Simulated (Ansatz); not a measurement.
## HgTe: biaxial strain +0.53 %, plane normal [001], relaxed out of plane

The parent structure is HgTe in the zinc blende structure (space group F-43m, No. 216; a = 6.510 Å). Axes: x, y, z lie along the cube axes.

Now apply this change: tensile biaxial strain of 0.53 % in the plane normal to [001], as in epitaxy on a mismatched substrate; the out-of-plane cell vector and the atoms relax.

Method: PBEsol, PAW, 420 eV (Ansatz, an electronic-structure program; no SOC). Settings: 9×9×9 k-points, 0.05 eV Fermi–Dirac smearing.

| quantity | base | changed | shift |
|---|---|---|---|
| volume per atom | 34.48 Å³ | 34.59 Å³ | +0.11 Å³ |
| shortest interatomic distance | 2.819 Å | 2.822 Å | +0.003 Å |
| energy relative to the base (free energy F) | 0 meV/atom | +0.2 meV/atom | +0.2 meV/atom |
| band gap | zero | zero | – |
| valley order (the lowest conduction-band minima on the path, energy above the VBM, named in the base's zone) | – | Γ 0.04 eV; L along [1-1-1] 0.66 eV | – |
| out-of-plane strain (rough) | – | -0.75 % | – |
| mean in-plane stress (compression positive) (rough) | – | -0.2 GPa | – |

Final structure (turned so that z lies along the plane normal):

```yaml
crystal:
  lattice:
    - [4.62751, 0.00000, 0.00000]
    - [0.00000, 4.62751, 0.00000]
    - [2.31375, -2.31375, 3.23063]
  atoms:
    - { symbol: Te, position: [0.25000, 0.25000, 0.50000] }
    - { symbol: Hg, position: [0.00000, 0.00000, 0.00000] }
```

Cost of the whole job for the changed cell (relaxation, final SCF and bands): about 17 core-seconds (a rough figure).

Without a gap, meshes like the base's 9×9×9 leave anisotropic stresses uncertain by several tenths of a GPa, and small strain energies with them. With Hg and Te present, leaving out spin-orbit coupling can change the band edges. Stability against distortions was not tested. All final runs are without spin polarisation. Gaps under 0.05 eV, about the width of the smearing, are given as zero. The zero or small gap of HgTe can change with the level of theory.
